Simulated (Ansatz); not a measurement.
By PBEsol, the system below comes out a metal.

Without scattering a metal conducts by its projected Fermi surface.

Input:

```yaml
crystal:
  lattice:
    - [3.19238, 0.00000, 0.00000]
    - [0.00000, 5.04504, 0.00000]
    - [1.59619, 0.00000, 2.76468]
  atoms:
    - { symbol: Hf, position: [0.33333, 0.75000, 0.33333] }
    - { symbol: Hf, position: [0.66667, 0.25000, 0.66667] }
```

The cell is taken as given; by PBEsol it stands under a pressure of -3.2 GPa.

The current flows along the normal of the first two printed cell vectors, the (100) plane of the conventional cell. No spin-orbit coupling; the value is a mean over 0.1 eV about the Fermi level.

Task: Give the ballistic conductance per area that PBEsol in Ansatz (a quantum-chemistry and plane-wave program) yields.

Result: 0.51 × 10¹⁵ S/m² for both spins.
